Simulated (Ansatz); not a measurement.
Take Si in the diamond structure (space group Fd-3m, No. 227; a = 5.434 Å) as the base. Axes: x, y, z lie along the cube axes.

The values are results of PBEsol in Ansatz (plane waves to 420 eV, PAW, no spin-orbit coupling), not measurements.

For the base:

```
Property                        Result
-----------------------------  -------
Pressure                       0.0 GPa
Shortest interatomic distance  2.353 Å
```

One thing is altered: biaxial strain −3.68 %, plane normal [111], relaxed out of plane (Cartesian); in-plane vectors clamped, the third vector and the atoms free.

Q: How does this affect the energy relative to the base?

A: The energy goes up by 38 meV/atom.

Q: Predict the new pressure.

A: The pressure (mean of the normal stresses, compression positive) goes from zero to 5.8 GPa.

Q: What does the calculation give for the shortest interatomic distance after the change?

A: The shortest interatomic distance falls by 0.0524 Å to 2.300 Å.

The mesh was chosen for an insulator and is coarse for the gapless case. Whether these cells are dynamically stable was not tested.

Ansatz is a program for electronic structure.
